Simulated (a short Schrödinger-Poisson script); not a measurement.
Stack: gated Al0.4Ga0.6N/GaN polarisation-induced gas, at 77 K.

```csv
layer,material,thickness (nm),Na (cm⁻³)
1,Al0.4Ga0.6N,30,-
2,GaN,6000,9e15
```

The device is made up for the run: typed textbook-type constants, with dimensions and the other settings drawn at random. Al0.4Ga0.6N: permittivity 9.26, conduction-band edge (eV) 0.58, gap (eV) 4.258, electron mass (mₑ) 0.248, Nv at 300 K (cm⁻³) 4.6e19. GaN: permittivity 9.5, conduction-band edge (eV) 0, gap (eV) 3.43, Nv at 300 K (cm⁻³) 4.6e19.

Channel valleys (confinement mass, in-plane density-of-states mass, number): Γ 0.2, 0.2, 1. At the gate the conduction-band edge of layer 1 lies 1.36 eV − eVg above the Fermi level of the channel; the field vanishes at the back. Sheet of polarisation charge: +2e13 e/cm² at 30 nm from the gate. The barrier under the gate holds no holes. Gaps are held at their typed values at every temperature. Mesh 0.08 nm at interfaces.

Solved with a short Schrödinger-Poisson script written for these runs: 1D Poisson equation in equilibrium, electrons quantum, Hartree (BenDaniel-Duke, 40 states a valley, the channel's in-plane mass for all, wave functions free to enter the barrier), parabolic valleys, classical holes, full ionisation, no traps, pinning or gate leakage.

The same stack at other levels of the model or other numerical settings:

| run | sheet density of all electrons at Vg = 0.5 V (cm⁻²) | sheet density of all electrons at Vg = -6.5 V (cm⁻²) | capacitance at Vg = 0.5 V (μF/cm²) | centroid of the channel electrons at Vg = 0.5 V (nm) | rough cost against the base |
|---|---|---|---|---|---|
| base | 1.81e13 | 6.50e12 | 0.267 | 1.48 | about 1 |
| electrons treated as classical, Boltzmann | … | 6.91e12 | … | 0.16 | 0.02 |
| electrons treated as classical, Fermi-Dirac | 1.80e13 | 6.58e12 | 0.263 | … | 0.08 |
| electrons treated as quantum, Hartree plus LDA exchange-correlation | 1.81e13 | 6.58e12 | 0.267 | 1.37 | 2 |
| mesh six times as coarse | 1.81e13 | 6.50e12 | 0.267 | 1.42 | 0.3 |
| one subband a valley | 1.80e13 | 6.50e12 | 0.266 | 1.23 | 0.4 |

Task: Some entries are withheld; supply them.

Result: 
- electrons treated as classical, Boltzmann, sheet density of all electrons at Vg = 0.5 V (cm⁻²): 1.88e13
- electrons treated as classical, Boltzmann, capacitance at Vg = 0.5 V (μF/cm²): 0.272
- electrons treated as classical, Fermi-Dirac, centroid of the channel electrons at Vg = 0.5 V (nm): 1.29

The classical rows ignore confinement, and Boltzmann statistics overrate the density once the band edge passes the Fermi level.
